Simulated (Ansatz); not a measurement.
## GaAs: uniaxial stress, 2 GPa tension along z

Take GaAs in the zinc blende structure (space group F-43m, No. 216; a = 5.6594 Å) as the base. Axes: x, y, z lie along the cube axes.

Modification: uniaxial stress, 2 GPa tension along z; all other stress components relax to zero.

Computed with Ansatz (an electronic-structure program) PBEsol, spin-orbit coupling left out, earlier PAW set. Settings: 10×10×10 k-points, 0.05 eV Fermi–Dirac smearing.

```csv
quantity,base,changed,shift
shortest interatomic distance,2.451 Å,2.459 Å,+0.008 Å
energy relative to the base (free energy F),0 meV/atom,+3.4 meV/atom,+3.4 meV/atom
band gap,0.42 eV,0.28 eV,-0.14 eV
gap character,direct at Γ,direct at Γ,–
"valence-band top at Γ (three highest levels, from the VBM)","0.00, 0.00, 0.00 eV","0.00, 0.00, -0.19 eV",–
"valley order (the lowest conduction-band minima on the path, energy above the VBM, named in the base's zone)","Γ 0.42 eV; L along ⟨111⟩ 0.92 eV; a point along ⟨100⟩, about 1.0 Å⁻¹ from Γ 1.32 eV","Γ 0.28 eV; L along [111] 0.82 eV; a point along [010], about 1.0 Å⁻¹ from Γ 1.19 eV; a point along [001], about 1.0 Å⁻¹ from Γ 1.44 eV",–
"strain response (xx, yy, zz)",–,"(−0.72, −0.72, +2.44) %",–
secant Young's modulus along z,–,82 GPa,–
mean lateral Poisson ratio,–,0.30,–
```

Final structure:

```xyz
2
Lattice="0.0000 2.8094 2.8987 2.8094 0.0000 2.8987 2.8094 2.8094 0.0000" Properties=species:S:1:pos:R:3 pbc="T T T"
As     4.2140     4.2140     4.3480
Ga     0.0000     0.0000     0.0000
```

Stability under load was not tested beyond the relaxation. The zero or small gap of GaAs under uniaxial stress, 2 GPa tension along z can change with the level of theory. k-point labels follow each cell's own Brillouin zone.
